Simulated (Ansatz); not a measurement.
**SnS (Cmcm, No. 63, 4 atoms in the cell; start COD 9008295; cell measured at 905 K)**

All values below come from LDA in Ansatz (PAW).

Run with plane-wave cutoff 520 eV, 10×10×8 k mesh (along the axes of the cell as run), Fermi–Dirac smearing 0.01 eV, scalar-relativistic PAW data made under PBE.

Cell (relaxed at this level):

```
SnS
1.0
    2.00154    -5.58772     0.00000
    2.00154     5.58772     0.00000
    0.00000     0.00000     4.00004
Sn S
2 2
Direct
  0.87762   0.12238   0.25000
  0.12238   0.87762   0.75000
  0.64728   0.35272   0.25000
  0.35272   0.64728   0.75000
```

- band gap = none
- bulk modulus B0 = 47.9 GPa

Note: the relaxation could not lower the start's symmetry, so the cell can be a saddle point above a distorted one; the bulk modulus is −V dP/dV from two relaxed cells at ±2 % in volume.

Spin–orbit coupling is not included; it can open a gap where bands touch, and shift volumes and moduli.

Computed values are for the static lattice.

Ansatz is a program for electronic structure.
